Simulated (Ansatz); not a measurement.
The starting structures come from a database of crystals and need not be the phases stable at ambient conditions.

 Where the default PAW files enter, the runs use the earlier of Ansatz's two default sets.

By LDA and PBEsol, the system below comes out a metal.

Here is the system:

```xyz
2
Lattice="2.9830 0.0000 0.0000 0.0000 4.2186 0.0000 0.0000 2.1093 2.1093" Properties=species:S:1:pos:R:3 pbc="T T T"
Si     1.4915     2.1093     0.0000
Rh     0.0000     0.0000     0.0000
```

Space group of this cell: Pm-3m, CsCl type. The cell is taken as given; by PBEsol its mean pressure is -7.9 GPa.

The current runs along the normal of the first two printed vectors, the (110) plane. All runs by Ansatz (a quantum-chemistry and plane-wave program), plane waves and PAW, without spin-orbit coupling; the base is PBEsol.

| run | mean pressure (GPa) | G/A, both spins (10¹⁵ S/m²) |
|---|---|---|
| base | -7.9 | 1.18 |
| all lengths scaled by 0.98 | 6.1 | 1.21 |
| all lengths scaled by 1.02 | -18.0 | 1.14 |
| lda in place of pbesol | -11.8 | 1.18 |
| lengths across the current scaled by 0.98, ions clamped | 1.1 | … |
| lengths across the current scaled by 1.02, ions clamped | -14.9 | … |
| lengths along the current scaled by 0.97, ions clamped | -1.2 | 1.16 |
| lengths along the current scaled by 1.03, ions clamped | -13.2 | 1.18 |

### Question
What belongs in the gaps?

### Answer

- lengths across the current scaled by 0.98, ions clamped, G/A, both spins (10¹⁵ S/m²): 1.23
- lengths across the current scaled by 1.02, ions clamped, G/A, both spins (10¹⁵ S/m²): 1.13
